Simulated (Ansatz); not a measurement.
Take CrPdO2 (space group R-3m, No. 166; a = 2.9158 Å, c = 17.9489 Å (hexagonal axes); ferromagnetic; a model cell, its experimental status unchecked; relaxed with 0.1 eV smearing) as the base. Axes: x lies along a and z along c of the hexagonal cell.

Calculations: PBEsol (Ansatz, a first-principles code; PAW; 420 eV plane waves; no SOC).

For the base:

```
Property   Result
--------  -------
Pressure  0.0 GPa
```

Perturbation: the cell is stretched by 2.70 % along z with no lateral relaxation; the atoms relax in the strained cell.

Problem. How does this affect the pressure and energy relative to the base?

Solution. The pressure (mean of the normal stresses, compression positive) goes from zero to -6.4 GPa; the energy goes up by 12 meV/atom.

Stability against distortions was not tested. No Hubbard U is applied and the magnetic state is the run's own (CrPdO2 ferromagnetic); small cells can't hold the antiferromagnetic order that many such compounds have, so gaps and moments can be off.
